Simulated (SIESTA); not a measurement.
**SIESTA run on HfC (Fm-3m, 2 atoms in the cell): self-consistent single point**

Level of theory: LDA PW92, numerical atomic orbitals DZP, PseudoDojo LDA standard norm-conserving potentials (rewritten from UPF to PSML) run with SIESTA.

Input:

```
# files in the folder: Hf.psml C.psml (PseudoDojo LDA standard)
SystemName  HfC
SystemLabel siesta

NumberOfAtoms                2
NumberOfSpecies              2
%block ChemicalSpeciesLabel
  1 72 Hf
  2 6 C
%endblock ChemicalSpeciesLabel
LatticeConstant              1.0 Ang
%block LatticeVectors
     0.000000000    2.331600000    2.331600000
     2.331600000    0.000000000    2.331600000
     2.331600000    2.331600000    0.000000000
%endblock LatticeVectors
AtomicCoordinatesFormat      Ang
%block AtomicCoordinatesAndAtomicSpecies
     0.000000000    0.000000000    0.000000000  1
     2.331600000    2.331600000    2.331600000  2
%endblock AtomicCoordinatesAndAtomicSpecies

XC.functional                LDA
XC.authors                   PW92
PAO.BasisSize                DZP
PAO.EnergyShift              0.01 Ry
MeshCutoff                   400 Ry
%block kgrid.MonkhorstPack
    6   0   0  0.0
    0   6   0  0.0
    0   0   6  0.0
%endblock kgrid.MonkhorstPack
OccupationFunction           FD
ElectronicTemperature        1160.45 K

MaxSCFIterations             150
SCF.Mixer.Method             Pulay
SCF.Mixer.Weight             0.25
SCF.Mixer.History            8
SCF.DM.Tolerance             1.0E-04
Diag.ParallelOverK           true
WriteForces                  true
```

Output (repeated stretches shortened):

```
reinit: Reading from file input.fdf

reinit: System Name: HfC
reinit: System Label: siesta

coor:   Atomic-coordinates input format  =     Cartesian coordinates
coor:                                          (in Angstroms)

siesta: Atomic coordinates (Bohr) and species
siesta:      0.00000   0.00000   0.00000  1        1
siesta:      4.40609   4.40609   4.40609  2        2

siesta: System type = bulk

initatomlists: Number of atoms, orbitals, and projectors:      2    32    40

siesta: ******************** Simulation parameters ****************************
redata: Spin configuration                          = none
redata: Time-Reversal Symmetry                      = T
redata: Number of Atomic Species                    =        2
redata: Mesh Cutoff                                 =   400.0000 Ry
redata: Net charge of the system                    =     0.0000 |e|
redata: Min. number of SCF Iter                     =        0
redata: Max. number of SCF Iter                     =      150
redata: SCF convergence failure will abort job
redata: SCF mix quantity                            = Hamiltonian
redata: Mix DM or H after convergence               =   F
redata: Recompute H after scf cycle                 =   F
redata: Mix DM in first SCF step                    =   T
redata: No kicks to SCF
redata: DM Mixing Weight for Kicks                  =     0.5000
redata: Require Harris convergence for SCF          =   F
redata: Harris energy tolerance for SCF             =     0.000100 eV
redata: Require DM convergence for SCF              =   T
redata: DM tolerance for SCF                        =     0.000100
redata: Require EDM convergence for SCF             =   F
redata: EDM tolerance for SCF                       =     0.001000 eV
redata: Require H convergence for SCF               =   T
redata: Hamiltonian tolerance for SCF               =     0.001000 eV
redata: Require (free) Energy convergence for SCF   =   F
redata: (free) Energy tolerance for SCF             =     0.000100 eV
redata: Using DFT-D3 dispersion                     =   F
redata: Using Saved Data (generic)                  =   F
redata: Method of Calculation                       = Diagonalization
redata: Electronic Temperature                      =  1160.4500 K
redata: Number of TDED substeps                     =        3
redata: Dynamics option                             = Single-point calculation
redata: Save all siesta data in one NC              =   F
redata: ***********************************************************************

%block SCF.Mixers
  Pulay
%endblock SCF.Mixers

%block SCF.Mixer.Pulay
  # Mixing method
  method pulay
  variant stable

  # Mixing options
  weight 0.2500
  weight.linear 0.2500
  history 8
%endblock SCF.Mixer.Pulay

DM_history_depth set to one: no extrapolation allowed by default for geometry relaxation
Size of DM history Fstack: 1
Total number of electrons:    16.000000
Total ionic charge:    16.000000

* ProcessorY, Blocksize:    1  33

* Orbital distribution balance (max,min):    32    32

k-point displ. along   1 input, could be:     0.00    0.50
k-point displ. along   2 input, could be:     0.00    0.50
k-point displ. along   3 input, could be:     0.00    0.50
 Kpoints in:          144 . Kpoints trimmed:          132

siesta: k-grid: Number of k-points = 132
siesta: k-points from Monkhorst-Pack grid
siesta: k-cutoff (effective) =     9.892 Ang
siesta: k-point supercell and displacements
siesta: k-grid:     6     0     0      0.000
siesta: k-grid:     0     6     0      0.000
siesta: k-grid:     0     0     6      0.000

diag: Algorithm                                     = D&C
diag: Parallel over k                               =   F
diag: Use parallel 2D distribution                  =   F
diag: Parallel block-size                           = 33
diag: Parallel distribution                         =     1 x     1
diag: Used triangular part                          = Lower
diag: Absolute tolerance                            =  0.100E-15
diag: Orthogonalization factor                      =  0.100E-05
diag: Memory factor                                 =  1.0000

superc: Internal auxiliary supercell:     7 x     7 x     7  =     343
superc: Number of atoms, orbitals, and projectors:    686  10976  13720

                        Single-point calculation

superc: Internal auxiliary supercell:     7 x     7 x     7  =     343
superc: Number of atoms, orbitals, and projectors:    686  10976  13720

outcell: Unit cell vectors (Ang):
        0.000000    2.331600    2.331600
        2.331600    0.000000    2.331600
        2.331600    2.331600    0.000000

outcell: Cell vector modules (Ang)   :    3.297380    3.297380    3.297380
outcell: Cell angles (23,13,12) (deg):     60.0000     60.0000     60.0000
outcell: Cell volume (Ang**3)        :     25.3508
new_DM -- step:     1
Initializing Density Matrix...

Attempting to read DM from file... Failed...
DM filled with atomic data:

InitMesh: MESH = 36 x 36 x 36 = 46656
InitMesh: Mesh cutoff (required, used) =   400.000   494.152 Ry

stepf: Fermi-Dirac step function

        iscf     Eharris(eV)        E_KS(eV)     FreeEng(eV)     dDmax    Ef(eV) dHmax(eV)
   scf:    1    -1682.228303    -1695.997645    -1696.001112  1.523810 -5.817069  8.795800
   scf:    2    -1703.604285    -1701.087624    -1701.099732  0.178413 -4.891397  2.694545
   scf:    3    -1701.346131    -1701.270268    -1701.283518  0.053270 -4.762313  1.044865
   scf:    4    -1701.310158    -1701.292797    -1701.305999  0.048215 -4.882583  0.087146
   scf:    5    -1701.293067    -1701.292946    -1701.306157  0.003721 -4.892060  0.014667
   scf:    6    -1701.292906    -1701.292927    -1701.306171  0.003501 -4.896127  0.001306
   scf:    7    -1701.292907    -1701.292917    -1701.306171  0.000174 -4.895353  0.003823
   scf:    8    -1701.292933    -1701.292925    -1701.306171  0.000127 -4.895952  0.000307
   scf:    9    -1701.292927    -1701.292926    -1701.306171  0.000012 -4.895994  0.000738

SCF Convergence by DM+H criterion
max |DM_out - DM_in|         :     0.0000122146
max |H_out - H_in|      (eV) :     0.0007376215
SCF cycle converged after 9 iterations

Using DM_out to compute the final energy and forces

siesta: E_KS(eV) =            -1701.2929

siesta: E_KS - E_eggbox =     -1701.2929

siesta: Atomic forces (eV/Ang):
     1   -0.000000   -0.000000   -0.000000
     2   -0.000000   -0.000000    0.000000
   Tot   -0.000000   -0.000000    0.000000
   Max    0.000000
   Res    0.000000    sqrt( Sum f_i^2 / 3N )
   Max    0.000000    constrained

Stress tensor Voigt[x,y,z,yz,xz,xy] (kbar):      147.84      147.84      147.84       -0.00       -0.00       -0.00
(Free)E + p*V (eV/cell)    -1703.6454
Target enthalpy (eV/cell)    -1701.3062

siesta: Program's energy decomposition (eV):
siesta: Ebs     =      -416.405766
siesta: Eions   =      2175.793171
siesta: Ena     =       333.455948
siesta: Ekin    =       501.433190
siesta: Enl     =        63.915542
siesta: Eso     =         0.000000
siesta: Edftu   =         0.000000
siesta: DEna    =        17.284746
siesta: DUscf   =         1.196810
siesta: DUext   =         0.000000
siesta: Ex      =      -400.481943
siesta: Ec      =       -42.304050
siesta: Exc     =      -442.785992
siesta: Eharris =     -1701.292927
siesta: Etot    =     -1701.292926
siesta: FreeEng =     -1701.306171

siesta: Stress tensor (static) (eV/Ang**3):
siesta:     0.092276   -0.000000   -0.000000
siesta:    -0.000000    0.092276   -0.000000
siesta:    -0.000000   -0.000000    0.092276

siesta: Cell volume =         25.350827 Ang**3

siesta: Pressure (static):
siesta:                Solid            Molecule  Units
siesta:          -0.00100501         -0.00100501  Ry/Bohr**3
siesta:          -0.09227573         -0.09227573  eV/Ang**3
siesta:        -147.84201303       -147.84201303  kBar
```

The run converged in 9 iterations.

The starting cell has typed, rounded lattice constants, without a prior relaxation at this level. Its lattice was rescaled by up to half a per cent. Values carry the incompleteness of an atom-centred basis. With a pressure of about -15 GPa the cell is away from its equilibrium volume at this level.
